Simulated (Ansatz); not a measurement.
Consider interstitial Mg in bixbyite In2O3, charge state +2. Level of theory: PBE, PAW (plane waves to 420 eV; Ansatz, a first-principles code).

Settings: 80 host sites, the relaxed PBE lattice, one k-point at (0.250, 0.250, 0.250), smearing 0.01 eV, spin-restricted, no image-charge correction. No zero-point or tunnelling terms. The charge state is imposed; whether it is stable for some Fermi level was not computed. Sites that were not tried may lie lower.

Barriers: single points on a 2×2×2 k-point mesh shifted by half a step at the bands' geometries.

The step: a direct jump of one Mg atom. Atoms about the jump, Cartesian Å from the middle of the jump, before and after:

```csv
atom,x0,y0,z0,x1,y1,z1
Mg1,-0.66,0.63,-0.53,0.66,-0.63,0.53
O2,0.46,1.59,0.67,0.56,1.48,0.62
O3,-1.78,-0.34,0.66,-1.60,-0.40,0.64
O4,0.46,-0.66,-1.58,0.57,-0.73,-1.59
In5,-1.02,-2.13,-0.79,-1.14,-2.09,-0.87
In6,2.12,0.71,-0.79,2.20,0.91,-1.01
In7,-0.66,0.63,2.36,-0.80,0.77,2.33
O8,0.91,2.01,-2.14,0.92,2.06,-2.22
O9,2.91,-0.71,0.69,2.77,-0.72,0.62
O10,-1.78,1.92,-1.58,-1.84,2.04,-1.69
In11,-0.66,0.63,-3.16,-0.66,0.62,-2.95
O12,-2.22,-0.75,-2.14,-2.26,-0.77,-2.18
O13,0.56,-3.10,0.24,0.55,-2.89,0.30
```

Question: Where do these atoms stand at the saddle point, and how high is it?

Answer: 
```tsv
atom	x	y	z
Mg1	-0.03	0.07	-0.08
O2	0.43	1.68	0.74
O3	-1.72	-0.33	0.68
O4	0.54	-0.80	-1.68
In5	-1.10	-2.24	-0.89
In6	2.38	0.86	-0.99
In7	-0.73	0.72	2.46
O8	0.97	1.98	-2.12
O9	2.84	-0.64	0.60
O10	-1.80	1.97	-1.67
In11	-0.67	0.60	-3.02
O12	-2.24	-0.82	-2.14
O13	0.52	-3.06	0.22
```
It lies 0.79 eV above the start and 0.81 eV above the end. The saddle point's order was not checked.
